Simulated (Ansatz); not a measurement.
The parent structure is C (space group Im-3m, No. 229; a = 4.362 Å; a hypothetical phase, not in the database extracts checked).

Levels (all Ansatz, an electronic-structure program, PAW): PBEsol (420 eV, scalar-relativistic without spin-orbit coupling); r2SCAN (500 eV, scalar-relativistic without spin-orbit coupling); HSE06 (420 eV, no spin-orbit coupling).

At the geometry relaxed with PBEsol, these levels gave the following band gaps, in shuffled order: (a) 2.45 eV, (b) 3.64 eV, (c) 2.54 eV.

Problem. Match each gap to its level.

Solution. (a) PBEsol; (b) HSE06; (c) r2SCAN.

Single points use the geometry relaxed with PBEsol. HSE06 gaps are upper bounds (no full band path). Stability against distortions was not tested.
